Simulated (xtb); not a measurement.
xtb 6.7.1, GFN1-xTB: PGME (COCC(C)O), 16 atoms. The geometry is a generated start, not checked to be a minimum at this level.

| Item | Result |
|---|---|
| method | GFN1-xTB |
| --acc | 1 (default) |
| --etemp (K) | 300 (default) |
| detailed input (--input) | none: ANC optimiser, Lindh (1995) Hessian, microcycle=20, maxdispl=1.0, hlow=0.01 (default) |
| basis functions | 44 |
| valence electrons | 38 |

```xyz
16

C      2.5433     0.4384    -0.0085
O      1.3692    -0.1855     0.4388
C      0.2278     0.1744    -0.3097
C     -0.9738    -0.5620     0.2931
C     -2.2572    -0.2485    -0.4640
O     -1.1472    -0.1829     1.6386
H      2.4659     1.5307     0.0646
H      3.3490     0.0870     0.6327
H      2.7622     0.1718    -1.0499
H      0.0645     1.2617    -0.2514
H      0.3563    -0.1035    -1.3661
H     -0.7648    -1.6435     0.2412
H     -2.4587     0.8185    -0.4161
H     -2.1704    -0.5535    -1.5025
H     -3.0858    -0.7764    -0.0014
H     -0.2804    -0.2268     2.0606
```

The structure is relaxed from this start with --opt LEVEL for the levels crude, sloppy, loose, lax, normal, tight, vtight, extreme, once each. Up to the end of the extreme run atoms move by at most 0.088 Å along an axis.

### Question
Choose the cheapest level whose final energy lies within 1 meV of that of extreme.

### Answer
loose: 4 cycles against 20, ending 0.66 meV above.

```csv
level,cycles,energy above the extreme run (meV),gradient norm (eV/Å)
crude,2,3.2,0.16
sloppy,3,1.4,0.073
loose,4,0.66,0.089
lax,5,0.37,0.034
normal,6,0.27,0.010
tight,11,0.036,0.0044
vtight,15,under 0.01,0.0017
extreme,20,—,0.0010
```
